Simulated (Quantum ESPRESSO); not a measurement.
A self-consistent single point of K3Pd (P1, 4 atoms in the cell) with Quantum ESPRESSO.

Method: LDA (PZ), GBRV 1.5 ultrasoft (LDA) pseudopotentials (plane waves; Quantum ESPRESSO 7.5).

```xyz
4
Lattice="5.4450 0.0000 0.0000 0.0000 5.4450 0.0000 0.0000 0.0000 5.4450" Properties=species:S:1:pos:R:3 pbc="T T T"
K      2.7372     2.7024    -0.0415
K     -0.0382     2.6495     2.8037
K      2.6250     0.0561     2.5621
Pd     0.1210     0.0370     0.1207
```

Reference input (self-consistent single point, DFT, LDA (PZ), plane waves, GBRV 1.5 ultrasoft (LDA) pseudopotentials): ecutwfc = 40 Ry; ecutrho = 320 Ry; occupations = smearing; smearing = marzari-vanderbilt; degauss = 0.0073499 Ry; potentials = {K: k_lda_v1.4.uspp.F.UPF, Pd: pd_lda_v1.4.uspp.F.UPF}; K_POINTS = automatic 4 4 4 1 1 1; conv_thr = 1e-11 Ry; mixing_beta = 0.3. This run's input differs from it in these lines:

```diff
@@ -15,4 +15,4 @@
  occupations = 'smearing'
- smearing = 'marzari-vanderbilt'
- degauss = 0.0073499
+ smearing = 'fermi-dirac'
+ degauss = 0.02205
 /
```

Log, with long lists cut:

```
     Self-consistent Calculation

     iteration #  1     ecut=    40.00 Ry     beta= 0.30

     negative rho (up, down):  7.265E-02 0.000E+00

     total energy              =    -362.14431600 Ry
     estimated scf accuracy    <      19.54786274 Ry

     iteration #  2     ecut=    40.00 Ry     beta= 0.30

     negative rho (up, down):  7.421E-02 0.000E+00

     total energy              =    -370.21403484 Ry
     estimated scf accuracy    <       6.78422305 Ry

     iteration #  3     ecut=    40.00 Ry     beta= 0.30

     negative rho (up, down):  7.527E-02 0.000E+00

     total energy              =    -368.91764396 Ry
     estimated scf accuracy    <       2.77649371 Ry

   [... 19 blocks of this kind left out ...]

     iteration # 23     ecut=    40.00 Ry     beta= 0.30

     negative rho (up, down):  7.305E-02 0.000E+00

     total energy              =    -369.61611018 Ry
     estimated scf accuracy    <          1.1E-11 Ry

     iteration # 24     ecut=    40.00 Ry     beta= 0.30

     negative rho (up, down):  7.305E-02 0.000E+00
     End of self-consistent calculation

     the Fermi energy is     4.3499 ev

!    total energy              =    -369.61611018 Ry
     estimated scf accuracy    <          1.3E-12 Ry
     smearing contrib. (-TS)   =      -0.05372925 Ry
     internal energy E=F+TS    =    -369.56238092 Ry

     convergence has been achieved in  24 iterations

     negative rho (up, down):  7.305E-02 0.000E+00

     Forces acting on atoms (cartesian axes, Ry/au):

     atom    1 type  1   force =    -0.00135618    0.00183497    0.00202567
     atom    2 type  1   force =     0.00174779    0.00194063   -0.00169352
     atom    3 type  1   force =    -0.00047750   -0.00526199   -0.00034844
     atom    4 type  2   force =     0.00008589    0.00148638    0.00001629

     Total force =     0.007018     Total SCF correction =     0.000001

     negative rho (up, down):  7.305E-02 0.000E+00
          total   stress  (Ry/bohr**3)                   (kbar)     P=      -21.23
  -0.00014228  -0.00000012   0.00000318          -20.93       -0.02        0.47
  -0.00000012  -0.00014901   0.00000089           -0.02      -21.92        0.13
   0.00000318   0.00000089  -0.00014175            0.47        0.13      -20.85

   JOB DONE.
```

The run converged in 24 iterations. Against the reference run the free energy goes down by 84.3 meV/atom, the pressure goes from -2.36 to -2.12 GPa and the largest force hardly changes (0.138 to 0.136 eV/Å).

The starting cell comes from a database of computed structures (which also holds hypothetical and non-ambient phases and stackings), without a prior relaxation at this level. Its atoms were displaced at random from the sites of space group no. 221. Spin polarisation is off.

Cost on one core of a shared machine: roughly 3 min.
